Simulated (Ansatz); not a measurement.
Consider SiO$_{2}$ in the CdI2 type structure (space group P-3m1, No. 164; a hypothetical phase, not in the database extracts checked; layered, stacked along the Cartesian z axis).

```yaml
crystal:
  lattice:
    - [2.67027, 0.00000, 0.00000]
    - [-1.33513, 2.31252, 0.00000]
    - [0.00000, 0.00000, 4.54229]
  atoms:
    - { symbol: Si, position: [0.00000, 0.00000, 0.00000] }
    - { symbol: O, position: [0.66667, 0.33333, 0.19876] }
    - { symbol: O, position: [0.33333, 0.66667, 0.80124] }
```

Computed with r2SCAN+rVV10 (Ansatz, a quantum-chemistry and plane-wave program; PAW; 500 eV plane waves; no spin-orbit coupling).

Modification: a free-standing slab of 2 layers (6 atoms, 3 a layer) is cut normal to the stacking axis, with 15 Å of vacuum and the in-plane cell relaxed.

Q: What does the calculation give for the electron mass after the change?

A: The electron mass (in plane) is 0.40 mₑ (at Γ).

Q: Predict the new gap character.

A: The gap character is indirect, K–Γ (62 % along) → Γ.

Effective masses come from finite differences of ±0.01 Å⁻¹. Stability against distortions was not tested.
